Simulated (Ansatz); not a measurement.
# La2O3 (space group P-3m1, No. 164)

```yaml
crystal:
  lattice:
    - [3.90611, 0.00000, 0.00000]
    - [-1.95305, 3.38279, 0.00000]
    - [0.00000, 0.00000, 6.03995]
  atoms:
    - { symbol: La, position: [0.33333, 0.66667, 0.24536] }
    - { symbol: La, position: [0.66667, 0.33333, 0.75464] }
    - { symbol: O, position: [0.00000, 0.00000, 0.00000] }
    - { symbol: O, position: [0.33333, 0.66667, 0.64601] }
    - { symbol: O, position: [0.66667, 0.33333, 0.35399] }
```

Level of theory: Kohn–Sham DFT with the PBEsol functional, run in Ansatz (a first-principles code) with PAW and 420 eV plane waves, spin-orbit coupling left out. Γ-centred 10×10×6 mesh, Fermi–Dirac width 0.05 eV.

| Property | Value |
|---|---|
| Volume per atom | 15.96 Å³ |
| Density | 6.78 g/cm³ |
| Band gap | 3.77 eV, indirect, L → K |
| Electron mass | 1.3 mₑ |
| Total energy | -2802.945 eV/atom (σ→0; compares only within this code and set-up) |

Masses are band curvatures over ±0.01 Å⁻¹ around the edge. No phonon test of stability was made.
